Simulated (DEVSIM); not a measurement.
Structure: Pd/SiO2/n-Si capacitor, at 300 K.

Layer 1 from the left is SiO2, thickness (nm) 4.10. Layer 2 from the left is Si, thickness (nm) 13000, Nd (cm⁻³) 9.5e13.

Metal gate on the left, work function 5.2 eV. Fixed charge at the semiconductor interface -2.8e11 cm⁻² (in units of +e); no interface traps.

This is a model device: material constants are rounded textbook-type values typed into the input, and sizes, dopings and lifetimes were drawn at random. Values at 300 K.

SiO2: gap (eV) 9, affinity (eV) 0.9, permittivity 3.9. Si: gap (eV) 1.124, affinity (eV) 4.05, permittivity 11.7, Nc (cm⁻³) 2.86e19, Nv (cm⁻³) 3.1e19.

Q: Estimate by hand the flat-band voltage, the threshold voltage, and compare with a numerical solution.

A: 
- Flat-band voltage: C = 0.842 μF/cm², work-function difference 0.824 V; VFB = φms − qNf/C = 0.88 V; numerical 0.88 V.
- Threshold voltage: φF = 0.235 V, depletion charge √(4εqNφF) = 3.85e-9 C/cm²; VT = VFB − 2φF − Qd/C = 0.40 V; numerical 0.40 V.

DEVSIM, 1D Poisson equation in equilibrium, Boltzmann statistics, complete ionisation; no quantum confinement or tunnelling. Metal contacts follow the ideal Schottky-Mott rule: no Fermi-level pinning, no interface dipoles.
